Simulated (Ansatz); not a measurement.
# A computed series for Au: pressure series

The parent structure is Au in the fcc (Cu type) structure (space group Fm-3m, No. 225; a = 4.0481 Å).

Cell and atoms are relaxed at each pressure.

The values are results of plane-wave PAW DFT at the LDA level (Ansatz, a program for electronic structure, 420 eV), no SOC, not measurements.

Notes on the quantities. enthalpy: H = E + PV relative to the base's energy.

| variant | enthalpy | lattice parameter a |
|---|---|---|
| base | – | 4.048 Å |
| pressure −2 GPa | -0.21 eV/atom | 4.063 Å |
| pressure −1 GPa | -0.10 eV/atom | 4.055 Å |
| pressure 0.9 GPa | +0.09 eV/atom | 4.042 Å |
| pressure 2.1 GPa | +0.22 eV/atom | 4.034 Å |
| pressure 4.5 GPa | +0.46 eV/atom | 4.019 Å |
| pressure 9 GPa | +0.91 eV/atom | 3.992 Å |
| pressure 15 GPa | +1.50 eV/atom | 3.962 Å |
| pressure 22.5 GPa | +2.22 eV/atom | 3.928 Å |
| pressure 30 GPa | +2.92 eV/atom | 3.899 Å |

Load acts through the strain it causes; cell and atoms are relaxed under it. Stability against distortions was not tested. Competing high-pressure phases were not computed.
